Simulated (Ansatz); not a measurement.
The parent structure is CdS in the wurtzite structure (space group P6_3mc, No. 186; a = 4.1962 Å, c = 6.8295 Å).

Levels (all Ansatz, an electronic-structure program, PAW): PBE (420 eV, no SOC); r2SCAN (500 eV, no spin-orbit coupling).

The geometry is relaxed with PBE.

| Property | Value |
|---|---|
| PBE electron mass | 0.12 mₑ along c, 0.13 mₑ across (at Γ) |
| PBE band gap | 1.11 eV |
| PBE gap character | direct at Γ |

### Question
How does going to r2SCAN change the electron mass, band gap and gap character?

### Answer
The electron mass becomes 0.15 mₑ along c, 0.16 mₑ across (at Γ) (PBE: 0.12 mₑ along c, 0.13 mₑ across (at Γ)); the band gap rises by 0.46 eV, from 1.11 eV to 1.57 eV; the gap character stays direct at Γ.

Single points use the geometry relaxed with PBE. Masses are band curvatures over ±0.01 Å⁻¹ around the edge. No phonon test of stability was made.
